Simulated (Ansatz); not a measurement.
Structures of equal composition on the (111) surface of fcc Ir: a layer of Nb in place of the second plane; a layer of Nb in place of the third plane. The slabs share one bottom face, and each structure is named by its start. These are constructed structures in small cells; real faces may alloy, dewet or reconstruct in larger ones, and not all known structures of the face are among them. Slabs of about 11 Å, Fermi-Dirac smearing of 0.1 eV. Bottom of the slabs: a bare face, its two planes held. Relaxed from the named starts with such symmetry as they have, on meshes of like density; energies extrapolated to zero smearing; spin only where a row says so; no spin-orbit coupling, no U. Brackets mark spin-polarised runs, whose order is one that fits the cell.

All values below come from PBE (plane waves to 420 eV, PAW; Ansatz, a quantum-chemistry and plane-wave program).

### Question
Rank these by energy per 1x1 cell (lowest first), as PBE gives it.

### Answer
a layer of Nb in place of the second plane (0.000 eV), a layer of Nb in place of the third plane (0.586 eV)
